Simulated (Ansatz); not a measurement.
Thermal properties of CdS (zinc blende, F-43m) at 300 K from quasi-harmonic lattice dynamics in Ansatz (plane waves, PAW), for several functionals and conditions. The first row is the reference, at zero pressure. The cell was generated from a structure type, relaxed within its symmetry, and need not be the phase found at ambient conditions. Dynamical quadrupoles are not included in the interpolation of the phonons between the solved wave vectors.

```csv
run,q mesh / k mesh,V (Å³/atom),α_L (10⁻⁶/K),bulk modulus B_T (GPa),γ,C_P (J/mol/K)
LDA,5×5×5 / 10×10×10,23.96,3.5,63.4,0.42,46.1
"LDA, coarser phonon mesh (3×3×3)",3×3×3 / 9×9×9,23.95,2.9,63.0,0.35,46.1
PBE,5×5×5 / 10×10×10,26.22,___,___,0.69,46.9
```

Task: What belongs in the gaps?

Result: 
- PBE, α_L (10⁻⁶/K): 6.8
- PBE, bulk modulus B_T (GPa): 49.6

The crystal is held in this phase throughout; melting and phase transitions are not modelled.

The PAW data sets were generated under PBE and serve the other functionals too.

Ansatz is a program for electronic structure.
